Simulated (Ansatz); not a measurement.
**Rh under a change: uniaxial strain ε_zz = +2.50 %**

Base system: Rh in the fcc (Cu type) structure (space group Fm-3m, No. 225; a = 3.782 Å; relaxed with 0.1 eV smearing). Axes: x, y, z lie along the cube axes.

Modification: the cell is stretched by 2.50 % along z with no lateral relaxation; the atoms relax in the strained cell.

All numbers come from PBEsol (Ansatz, a quantum-chemistry and plane-wave program; PAW; 420 eV plane waves; no spin-orbit coupling). k-mesh 30×30×30 (Γ-centred); smearing 0.1 eV (Fermi–Dirac).

The space group goes from Fm-3m (No. 225) to I4/mmm (No. 139) and the shortest interatomic distance stays 2.674 Å. The energy increases by 12 meV/atom and the band gap remains zero. The stress (xx, yy, zz, yz, xz, xy; compression positive) amounts to (-4.7, -4.7, -10.7, 0.0, 0.0, 0.0) GPa.

Final structure:

```xyz
1
Lattice="0.0000 1.8908 1.9381 1.8908 0.0000 1.9381 1.8908 1.8908 0.0000" Properties=species:S:1:pos:R:3 pbc="T T T"
Rh     0.0000     0.0000     0.0000
```

Cost of the whole job for the changed cell (relaxation, final SCF and bands): roughly 40 core-seconds.

Stability against distortions was not tested. All final runs are without spin polarisation. Rh lies near a magnetic instability that expansion can trigger; it was not tested.
